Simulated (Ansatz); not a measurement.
Results of G0W0@PBEsol (Ansatz, an electronic-structure program, plane waves, hard PAW, contour deformation) for Ca(OH)2 (P-3m1, No. 164).

The same calculation (at a fixed cell, not relaxed at this level and not confirmed as the measured one, 10.957 Å³/atom) with different numerical settings; throughout: k mesh 3×3×2:

```csv
run,response cutoff (eV),empty bands,quasiparticle gap on the mesh (eV),quasiparticle gap at Γ (eV),rough time
1,100,229,6.622,6.622,40 core-s
2,150,420,6.804,6.804,100 core-s
3,200,646,6.902,6.902,4 core-min
4,250,903,6.963,6.963,9 core-min
5,300,1187,7.001,7.001,20 core-min
6,400,1828,7.042,7.042,40 core-min
7,500,2555,7.063,7.063,100 core-min
```

In the column quasiparticle gap on the mesh (eV) the first row differs from the last by -0.441 and the next to last by -0.021.

The last row is no converged limit: other settings stay fixed.
